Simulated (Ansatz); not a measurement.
Data:

End structure of a constructed model of the (111)B surface of zinc-blende GaAs, from a spin-polarised start, As-terminated, 2x2 Ga adatom at T1 (bottom of the slab: 3 H on 4 bottom sites):

```yaml
crystal:
  lattice:
    - [8.12558, 0.00000, 0.00000]
    - [-4.06279, 7.03696, 0.00000]
    - [0.00000, 0.00000, 31.00000]
  atoms:
    - { symbol: Ga, position: [0.32871, 0.17129, 0.30809] }
    - { symbol: Ga, position: [0.84259, 0.17129, 0.30809] }
    - { symbol: Ga, position: [0.32871, 0.65741, 0.30809] }
    - { symbol: Ga, position: [0.83333, 0.66667, 0.32761] }
    - { symbol: As, position: [0.16667, 0.33333, 0.33883] }
    - { symbol: As, position: [0.66150, 0.32300, 0.33757] }
    - { symbol: As, position: [0.17700, 0.83850, 0.33757] }
    - { symbol: As, position: [0.66150, 0.83850, 0.33757] }
    - { symbol: Ga, position: [0.16667, 0.33333, 0.41828] }
    - { symbol: Ga, position: [0.66667, 0.33333, 0.41828] }
    - { symbol: Ga, position: [0.16667, 0.83333, 0.41828] }
    - { symbol: Ga, position: [0.66667, 0.83333, 0.41828] }
    - { symbol: As, position: [0.00000, 0.00000, 0.44503] }
    - { symbol: As, position: [0.50000, 0.00000, 0.44503] }
    - { symbol: As, position: [0.00000, 0.50000, 0.44503] }
    - { symbol: As, position: [0.50000, 0.50000, 0.44503] }
    - { symbol: Ga, position: [0.99944, 0.99888, 0.52556] }
    - { symbol: Ga, position: [0.50000, 0.00000, 0.52517] }
    - { symbol: Ga, position: [0.99944, 0.50056, 0.52556] }
    - { symbol: Ga, position: [0.50112, 0.50056, 0.52556] }
    - { symbol: As, position: [0.33382, 0.16618, 0.55280] }
    - { symbol: As, position: [0.83235, 0.16618, 0.55280] }
    - { symbol: As, position: [0.33382, 0.66765, 0.55280] }
    - { symbol: As, position: [0.83333, 0.66667, 0.55399] }
    - { symbol: Ga, position: [0.34178, 0.15822, 0.63339] }
    - { symbol: Ga, position: [0.81643, 0.15822, 0.63339] }
    - { symbol: Ga, position: [0.34178, 0.68357, 0.63339] }
    - { symbol: Ga, position: [0.83333, 0.66667, 0.63452] }
    - { symbol: As, position: [0.16667, 0.33333, 0.65715] }
    - { symbol: As, position: [0.66657, 0.33313, 0.66871] }
    - { symbol: As, position: [0.16687, 0.83343, 0.66871] }
    - { symbol: As, position: [0.66657, 0.83343, 0.66871] }
    - { symbol: H, position: [0.33195, 0.16805, 0.25760] }
    - { symbol: H, position: [0.83609, 0.16805, 0.25760] }
    - { symbol: H, position: [0.33195, 0.66391, 0.25760] }
    - { symbol: Ga, position: [0.16667, 0.33333, 0.74076] }
```

Set-up: 36 atoms, 14.9 Å thick at the start with caps and adatoms; mesh 3x3x1; 0.025 eV smearing; dipole correction on; 8 atoms held, the rest relaxed; start symmetry kept, larger cells not searched; spin-polarised from one start with parallel moments (other orders not tried), no spin-orbit, no U. The slab shows no gap on its mesh. The starting moment vanished. In PBE it lies 0.29 eV a 1x1 cell over the lowest computed structure of the same composition (2x2 Ga adatom at H3).

Q: Give the work function of the top face at the level PBE in Ansatz (an electronic-structure program).

A: 4.91 eV
